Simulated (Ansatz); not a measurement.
## Effect of biaxial strain −1.50 %, plane normal [001], relaxed out of plane on HfN

Take HfN in the rock salt structure (space group Fm-3m, No. 225; a = 4.468 Å; relaxed with 0.1 eV smearing) as the base. Axes: x, y, z lie along the cube axes.

Modification: compressive biaxial strain of 1.50 % in the plane normal to [001], as in epitaxy on a mismatched substrate; the out-of-plane cell vector and the atoms relax.

Level of theory: Kohn–Sham DFT with the LDA functional, run in Ansatz (a program for electronic structure) with PAW and 420 eV plane waves, without spin-orbit coupling. k-mesh 22×22×22 (Γ-centred); smearing 0.1 eV (Fermi–Dirac).

- Space group: I4/mmm (No. 139) (base Fm-3m (No. 225))
- Shortest interatomic distance: 220.1 pm (base 223.4 pm)
- Energy relative to the base (free energy F): +12 meV/atom
- Pressure (mean of the normal stresses, compression positive): 8.3 GPa (base 0.0 GPa)
- Band gap: zero (base zero)
- Out-of-plane strain: +0.52 %
- Ratio −ε⊥/ε∥: 0.34
- Mean in-plane stress (compression positive): +12.4 GPa

Whether these cells are dynamically stable was not tested. The final runs are not spin-polarised. An odd electron count without spin: HfN.
